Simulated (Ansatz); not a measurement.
## rock-salt TaC (1 1 1) on wurtzite AlN (0 0 1) (film strained to the substrate, started from cuts of the bulks and a machine-learned relaxation; slabs Al6N6 and C4Ta4, which can lie off the formulas)

A periodic stack without vacuum, rock-salt TaC (1 1 1) on wurtzite AlN (0 0 1) (film strained to the substrate, started from cuts of the bulks and a machine-learned relaxation; slabs Al6N6 and C4Ta4, which can lie off the formulas): substrate slab Al6N6, film C4Ta4, surface cells [[0, 1], [-1, 0]] and [[1, 0], [0, 1]], film strained by -1.1 and -1.1 %, outermost planes N/Al and C/Ta as cut, which need not be the usual terminations and can put a slab off its formula.

The start was prepared with a machine-learned potential, and the result is one local minimum, with the in-plane cell held and forces under 0.04 eV/Å; the film can end far from its bulk form.

All values below come from PBE (plane waves to 420 eV, PAW; Ansatz, a quantum-chemistry and plane-wave program). No spin–orbit coupling; the runs are not spin-polarised; PBE gaps are too small against experiment. Its k-point mesh 11×11×1, Fermi–Dirac width 0.05 eV.

The interface area comes out as 8.5 Å². The period is 26.17 Å. The heights between the nearest atoms of the two slabs at the two interfaces is 2.02 and 2.11 Å and the Al–Ta contacts across the interfaces within 1.22 times the sum of covalent radii is 3, mean 3.24 Å. The N–Ta contacts across the interfaces within 1.22 times the sum of covalent radii comes out as 1, mean 2.11 Å and the Al–C contacts across the interfaces within 1.22 times the sum of covalent radii comes out as 1, mean 2.02 Å.

```yaml
crystal:
  lattice:
    - [3.13025, 0.00002, 0.03061]
    - [1.56520, 2.71063, -0.07774]
    - [1.30204, -0.00218, 26.20429]
  atoms:
    - { symbol: Al, position: [0.36180, 0.15267, 0.06106] }
    - { symbol: Al, position: [0.63175, 0.51812, 0.15719] }
    - { symbol: N, position: [0.31375, 0.17698, 0.13406] }
    - { symbol: N, position: [0.70969, 0.47883, 0.03913] }
    - { symbol: Al, position: [0.23492, 0.21673, 0.25325] }
    - { symbol: Al, position: [0.50460, 0.58206, 0.34931] }
    - { symbol: N, position: [0.18668, 0.24090, 0.32609] }
    - { symbol: N, position: [0.58364, 0.54246, 0.23005] }
    - { symbol: Al, position: [0.10733, 0.28065, 0.44538] }
    - { symbol: Al, position: [0.37594, 0.64608, 0.54183] }
    - { symbol: N, position: [0.05832, 0.30481, 0.51825] }
    - { symbol: N, position: [0.45612, 0.60636, 0.42213] }
    - { symbol: C, position: [0.32200, 0.67238, 0.61897] }
    - { symbol: C, position: [0.59244, 0.03738, 0.71368] }
    - { symbol: C, position: [0.86017, 0.40345, 0.81237] }
    - { symbol: C, position: [0.12656, 0.77025, 0.91320] }
    - { symbol: Ta, position: [0.96172, 0.35205, 0.65904] }
    - { symbol: Ta, position: [0.22672, 0.72030, 0.76272] }
    - { symbol: Ta, position: [0.49334, 0.08683, 0.86250] }
    - { symbol: Ta, position: [0.76343, 0.45186, 0.95839] }
```
